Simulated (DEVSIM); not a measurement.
Structure: abrupt Si p-n junction, at 350 K.

| layer (left to right) | material | thickness (μm) | Nd (cm⁻³) | Na (cm⁻³) | τn (s) | τp (s) |
|---|---|---|---|---|---|---|
| 1 | Si | 0.220 | - | 5e15 | 7.7e-7 | 7.7e-7 |
| 2 | Si | 30.0 | 2.2e15 | - | 7.7e-7 | 7.7e-7 |

Left contact: ohmic. Right contact: ohmic. Voltage is applied to the left contact. Recombination: SRH at mid-gap, radiative, Auger. Mobility is μmin + (μ − μmin)/(1 + (N/Nref)^α).

The device is made up for the run: typed textbook-type constants, with dimensions and the other settings drawn at random. Values at 300 K; Nc and Nv go as T^1.5, mobilities as T to minus their exponent, the gap by Varshni's rule with the affinity fixed.

```
parameter               Si
----------------  --------
gap (eV)             1.124
affinity (eV)         4.05
permittivity          11.7
Nc (cm⁻³)          2.86e19
Nv (cm⁻³)           3.1e19
μn (cm²/Vs)           1417
μp (cm²/Vs)            470
μn,min                  52
μp,min                  45
Nref,n              9.7e16
Nref,p              2.2e17
αn                    0.68
αp                    0.72
T exponent of μn       2.3
T exponent of μp       2.2
B (cm³/s)          4.7e-15
Cn (cm⁶/s)         2.8e-31
Cp (cm⁶/s)         9.9e-32
Varshni α (eV/K)  0.000473
Varshni β (K)          636
```

Model (solved in DEVSIM): 1D drift-diffusion, Boltzmann statistics, complete ionisation; no tunnelling, impact ionisation, image-force lowering or self-heating.

The thickness of layer 1 was swept, all else fixed.

```json
[
 {"thickness of layer 1 (μm)": "0.044", "largest field in the device at zero bias (V/cm)": "18000", "dark forward voltage at 1 A/cm² (V)": "0.316", "dark forward voltage at 100 A/cm² (V)": "1.258"},
 {"thickness of layer 1 (μm)": "0.077", "largest field in the device at zero bias (V/cm)": "17000", "dark forward voltage at 1 A/cm² (V)": "0.323", "dark forward voltage at 100 A/cm² (V)": "1.241"},
 {"thickness of layer 1 (μm)": "0.13", "largest field in the device at zero bias (V/cm)": "16000", "dark forward voltage at 1 A/cm² (V)": "0.337", "dark forward voltage at 100 A/cm² (V)": "1.205"},
 {"thickness of layer 1 (μm)": "0.22", "largest field in the device at zero bias (V/cm)": "15000", "dark forward voltage at 1 A/cm² (V)": "0.358", "dark forward voltage at 100 A/cm² (V)": "1.146"},
 {"thickness of layer 1 (μm)": "0.37", "largest field in the device at zero bias (V/cm)": "15000", "dark forward voltage at 1 A/cm² (V)": "0.382", "dark forward voltage at 100 A/cm² (V)": "1.081"},
 {"thickness of layer 1 (μm)": "0.66", "largest field in the device at zero bias (V/cm)": "15000", "dark forward voltage at 1 A/cm² (V)": "0.403", "dark forward voltage at 100 A/cm² (V)": "1.017"},
 {"thickness of layer 1 (μm)": "1.1", "largest field in the device at zero bias (V/cm)": "15000", "dark forward voltage at 1 A/cm² (V)": "0.421", "dark forward voltage at 100 A/cm² (V)": "0.970"}
]
```

From the first row to the last the largest field in the device at zero bias goes from 18000 to 15000. From the first row to the last the dark forward voltage at 1 A/cm² goes from 0.316 to 0.421.
